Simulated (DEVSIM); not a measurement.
Device: Ru/La2O3/n-Si capacitor, at 300 K.

| layer (left to right) | material | thickness (nm) | Nd (cm⁻³) |
|---|---|---|---|
| 1 | La2O3 | 19.0 | - |
| 2 | Si | 2600 | 4.9e16 |

Metal gate on the left, work function 4.7 eV. Fixed charge at the semiconductor interface 0 cm⁻² (in units of +e); no interface traps.

Constants are typed, rounded textbook-type inputs, not results; the design itself was drawn at random and stands for no fabricated device. Values at 300 K.

```tsv
parameter	La2O3	Si
gap (eV)	5.8	1.124
affinity (eV)	1.8	4.05
permittivity	27	11.7
Nc (cm⁻³)	-	2.86e19
Nv (cm⁻³)	-	3.1e19
```

Model (solved in DEVSIM): 1D Poisson equation in equilibrium, Boltzmann statistics, complete ionisation; no quantum confinement or tunnelling. Metal contacts follow the ideal Schottky-Mott rule: no Fermi-level pinning, no interface dipoles.

The interface trap density was swept, all else fixed.

```json
[
 {"interface trap density (cm^-2 eV^-1)": "0", "threshold voltage (band bending 2φF) (V)": "-0.40", "flat-band voltage (V)": "0.49", "minimum of the low-frequency capacitance (μF/cm²)": "0.0751"},
 {"interface trap density (cm^-2 eV^-1)": "1e10", "threshold voltage (band bending 2φF) (V)": "-0.40", "flat-band voltage (V)": "0.49", "minimum of the low-frequency capacitance (μF/cm²)": "0.0765"},
 {"interface trap density (cm^-2 eV^-1)": "1e11", "threshold voltage (band bending 2φF) (V)": "-0.41", "flat-band voltage (V)": "0.49", "minimum of the low-frequency capacitance (μF/cm²)": "0.0890"},
 {"interface trap density (cm^-2 eV^-1)": "3e11", "threshold voltage (band bending 2φF) (V)": "-0.42", "flat-band voltage (V)": "0.49", "minimum of the low-frequency capacitance (μF/cm²)": "0.116"},
 {"interface trap density (cm^-2 eV^-1)": "1e12", "threshold voltage (band bending 2φF) (V)": "-0.48", "flat-band voltage (V)": "0.51", "minimum of the low-frequency capacitance (μF/cm²)": "0.203"},
 {"interface trap density (cm^-2 eV^-1)": "2e12", "threshold voltage (band bending 2φF) (V)": "(withheld)", "flat-band voltage (V)": "0.53", "minimum of the low-frequency capacitance (μF/cm²)": "(withheld)"}
]
```

Q: Fill in the missing entries.

A: 
- 2e12, threshold voltage (band bending 2φF) (V): -0.56
- 2e12, minimum of the low-frequency capacitance (μF/cm²): 0.304
